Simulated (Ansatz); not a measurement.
TaSi2 (model structure, from the CrSi2 type, P6₂22, No. 180): properties by level of theory

```csv
level (code),lattice parameter a (Å),lattice parameter c (Å)
PBE (Ansatz),4.805,6.598
PBEsol (Ansatz),4.761,?
PBE-D3(BJ) (Ansatz),4.747,?
```

### Question
Some entries are withheld; supply them.

### Answer

- PBEsol (Ansatz, a quantum-chemistry and plane-wave program), lattice parameter c (Å): 6.556
- PBE-D3(BJ) (Ansatz), lattice parameter c (Å): 6.541

Ansatz's density-functional and Hartree–Fock values are scalar-relativistic unless marked +SOC, with PAW data made under PBE.

Computed values are for the static lattice.

A model structure was made by putting elements into a prototype or built by hand; it is no filed structure, need not be a known phase, and can be a saddle point held by its symmetry.
